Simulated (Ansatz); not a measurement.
Relaxed 16-atom cells of (Ru,Re) in the hexagonal close-packed type, of low symmetry and near-random order, with the end members in the same type and cell. Left out are ordered and sheared cells and those that changed their type; one cell stands for each fraction.

The numbers are results of r2SCAN (plane waves to 500 eV, PAW; Ansatz, a quantum-chemistry and plane-wave program), not measurements. No spin–orbit coupling; the runs are not spin-polarised.

| cell | fraction of Re | volume (Å³/atom) |
|---|---|---|
| Ru | 0 | 13.49 |
| ReRu7 | 0.1250 | 13.63 |
| ReRu3 | 0.2500 | withheld |
| ReRu | 0.5000 | 14.07 |
| Re7Ru | 0.8750 | 14.54 |
| Re | 1 | 14.70 |

Question: Fit y = y0 + (y1 − y0) x − b x (1 − x), with y0 and y1 the end rows to the rows shown by least squares, with x the second column and y the third, and predict the withheld row.

Answer: The fit gives b = 0.10, with a root-mean-square miss of 0.001 on the rows shown. At x = 0.2500 it predicts 13.77; the run gives 13.77, a miss of 0.00.
